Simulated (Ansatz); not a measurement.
CdS (model structure, started from the BeO type, P4₂/mnm, No. 136, 8 atoms in the cell) was calculated with PBEsol in Ansatz (PAW).

Settings: plane-wave cutoff 520 eV, 6×6×10 k mesh (along the axes of the cell as run), Fermi–Dirac smearing 0.01 eV, scalar-relativistic PAW data made under PBE.

Cell (relaxed at this level):

```cif
data_Cd4S4
_chemical_formula_sum 'Cd4 S4'
_space_group_name_H-M_alt 'P 1'
_space_group_IT_number 1
_cell_length_a 7.08168
_cell_length_b 7.08168
_cell_length_c 4.14415
_cell_angle_alpha 90.000
_cell_angle_beta 90.000
_cell_angle_gamma 90.000
loop_
_space_group_symop_operation_xyz
  'x, y, z'
loop_
_atom_site_label
_atom_site_type_symbol
_atom_site_fract_x
_atom_site_fract_y
_atom_site_fract_z
_atom_site_occupancy
Cd1 Cd 0.32138 0.67862 0.00000 1
Cd2 Cd 0.67862 0.32138 0.00000 1
Cd3 Cd 0.82138 0.82138 0.50000 1
Cd4 Cd 0.17862 0.17862 0.50000 1
S1 S 0.31727 0.31727 0.00000 1
S2 S 0.68273 0.68273 0.00000 1
S3 S 0.18273 0.81727 0.50000 1
S4 S 0.81727 0.18273 0.50000 1
```

### Question
What does this level give for the band gap and bulk modulus B0?

### Answer

band gap: 1.18 eV (on the SCF k mesh)
bulk modulus B0: 54.6 GPa

Note: the bulk modulus is −V dP/dV from two relaxed cells at ±2 % in volume; the relaxation could raise the start's symmetry but not lower it, so the cell can be a saddle point.

Spin–orbit coupling is not included.

Static lattice: no zero-point or thermal effects.

A model structure was made by putting elements into a prototype or built by hand; it is no filed structure, need not be a known phase, and can be a saddle point held by its symmetry.

Ansatz is a first-principles code.
